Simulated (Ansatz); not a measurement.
InP: biaxial strain −1.50 %, plane normal [001], relaxed out of plane

Consider InP in the zinc blende structure (space group F-43m, No. 216; a = 5.827 Å). Axes: x, y, z lie along the cube axes.

Now apply this change: compressive biaxial strain of 1.50 % in the plane normal to [001], as in epitaxy on a mismatched substrate; the out-of-plane cell vector and the atoms relax.

All numbers come from LDA in Ansatz (plane waves to 420 eV, PAW, no spin-orbit coupling). k-mesh 10×10×10 (Γ-centred); smearing 0.05 eV (Fermi–Dirac).

| quantity | base | changed | shift |
|---|---|---|---|
| volume per atom | 24.73 Å³ | 24.39 Å³ | -0.34 Å³ |
| space group | F-43m (No. 216) | I-4m2 (No. 119) | – |
| shortest interatomic distance | 2.523 Å | 2.512 Å | -0.011 Å |
| energy relative to the base (free energy F) | 0 meV/atom | +3.4 meV/atom | +3.4 meV/atom |
| band gap | 0.58 eV | 0.59 eV | +0.015 eV |
| gap character | direct at Γ | direct at Γ | – |
| electron mass | 0.046 mₑ (at Γ) | 0.057 mₑ out of plane, 0.048 mₑ in plane (at Γ) | – |
| valence-band top at Γ (three highest levels, from the VBM) | 0.00, 0.00, 0.00 eV | 0.00, 0.00, -0.16 eV | – |
| valley order (the lowest conduction-band minima on the path, energy above the VBM, named in the base's zone) | Γ 0.58 eV; L along ⟨111⟩ 1.35 eV; X along ⟨100⟩ 1.57 eV | Γ 0.59 eV; L along [111] 1.31 eV; X along [010] 1.44 eV; X along [001] 1.62 eV | – |
| out-of-plane strain | – | +1.67 % | – |
| ratio −ε⊥/ε∥ | – | 1.11 | – |
| mean in-plane stress (compression positive) | – | +1.5 GPa | – |

Masses are band curvatures over ±0.01 Å⁻¹ around the edge. Stability against distortions was not tested. Labels are those of the standard path for the cell's own space group.

Ansatz is an electronic-structure program.
